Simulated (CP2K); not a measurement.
CP2K run on a (100) slab of Ba2H3I (cut from a parent of space group no. 164; 6 atoms in the cell): self-consistent single point.

Method of the run: LDA (Pade form), GPW, DZVP-MOLOPT-SR-GTH basis, GTH-PADE potentials (GTH_POTENTIALS) (CP2K).

```yaml
crystal:
  lattice:
    - [4.51372, 0.00000, 0.00000]
    - [0.00000, 8.07895, 0.00000]
    - [0.00000, 0.00000, 16.60599]
  atoms:
    - { symbol: Ba, position: [0.25000, 0.68472, 0.42153] }
    - { symbol: Ba, position: [0.25000, 0.31528, 0.57847] }
    - { symbol: H, position: [0.25000, 0.35610, 0.42153] }
    - { symbol: H, position: [0.25000, 0.64390, 0.57847] }
    - { symbol: H, position: [0.75000, 0.50000, 0.50000] }
    - { symbol: I, position: [0.75000, 0.00000, 0.50000] }
```

Reference input (self-consistent single point, DFT LDA (Pade form), GPW, DZVP-MOLOPT-SR-GTH basis, GTH-PADE potentials (GTH_POTENTIALS)): CUTOFF = 500 Ry; REL_CUTOFF = 50 Ry; SMEAR/METHOD = FERMI_DIRAC; ELECTRONIC_TEMPERATURE = 580.23 K; KPOINTS/SCHEME = MONKHORST-PACK 3 2 1; GAMMA_CENTERED = T; XC_FUNCTIONAL = PADE; Ba/BASIS_SET = DZVP-MOLOPT-SR-GTH-q10; Ba/POTENTIAL = GTH-PADE-q10; H/BASIS_SET = DZVP-MOLOPT-SR-GTH-q1; H/POTENTIAL = GTH-PADE-q1; I/BASIS_SET = DZVP-MOLOPT-SR-GTH-q7. This run's input differs from it in these lines:

```diff
@@ -40,3 +40,3 @@
     &KPOINTS
-      SCHEME MONKHORST-PACK 3 2 1
+      SCHEME MONKHORST-PACK 6 4 1
       GAMMA_CENTERED T
```

Output (repeated stretches shortened):

```
 SCF WAVEFUNCTION OPTIMIZATION

  Step     Update method      Time    Convergence         Total energy    Change
     1 NoMix/Diag. 0.20E+00      -     2.03774057       -64.0578094213 -6.41E+01
     2 Broy./Diag. 0.20E+00      -     0.00879137       -64.1442800191 -8.65E-02
     3 Broy./Diag. 0.20E+00      -     0.04078815       -64.0060094233  1.38E-01
     4 Broy./Diag. 0.20E+00      -     0.02343503       -64.1362431549 -1.30E-01
     5 Broy./Diag. 0.20E+00      -     0.04153999       -64.2294739813 -9.32E-02
     6 Broy./Diag. 0.20E+00      -     0.00694472       -64.2998280049 -7.04E-02
   [... 26 lines left out ...]
    33 Broy./Diag. 0.20E+00      -     0.00000053       -64.3375512745  5.42E-06
    34 Broy./Diag. 0.20E+00      -     0.00000012       -64.3375491824  2.09E-06
    35 Broy./Diag. 0.20E+00      -     0.00000037       -64.3375475198  1.66E-06
    36 Broy./Diag. 0.20E+00      -     0.00000009       -64.3375481391 -6.19E-07
  *** SCF run converged in    36 steps ***

  Overlap energy of the core charge distribution:               0.00000000000000
  Self energy of the core charge distribution:               -133.39426866566626
  Core Hamiltonian energy:                                     26.52736459320580
  Hartree energy:                                              53.01747725368920
  Exchange-correlation energy:                                -10.48799070235941
  Electronic entropic energy:                                  -0.00013061853864
  Fermi energy:                                                -0.01895689181955

  Total energy:                                               -64.33754813906793
  Total energy (extrapolated to T->0):                        -64.33748282979862

                     Mulliken Population Analysis

   [... lines left out ...]

 STRESS| Analytical stress tensor [bar]
 STRESS|                        x                   y                   z
 STRESS|      x       -6.38920388847E+03   1.09038208954E-06   2.28649064310E-07
 STRESS|      y        1.09038208954E-06  -2.26387497154E+04   2.37435038460E+03
 STRESS|      z        2.28649064310E-07   2.37435038460E+03  -2.00554571539E+04
 STRESS| 1/3 Trace                                            -1.63611369192E+04
```

The run converged in 36 iterations. Against the reference run the free energy drops by 5.3 meV/atom, the largest force goes from 2.423 to 2.473 eV/Å and the gap on the mesh goes from 0.222 to 0.205 eV.

The starting cell comes from a database of computed structures (which also holds hypothetical and non-ambient phases and stackings), without a prior relaxation at this level. The slab is cut from that crystal, and its faces are unrelaxed. Its lattice was rescaled by up to half a per cent. Spin-orbit coupling is off. Spin polarisation is off, though cut faces can carry moments; a gap of a slab can lie between surface states. Values carry the incompleteness of an atom-centred basis. Forces in this geometry exceed 1 eV/Å.

Cost on one core of a shared machine: roughly 30 s.
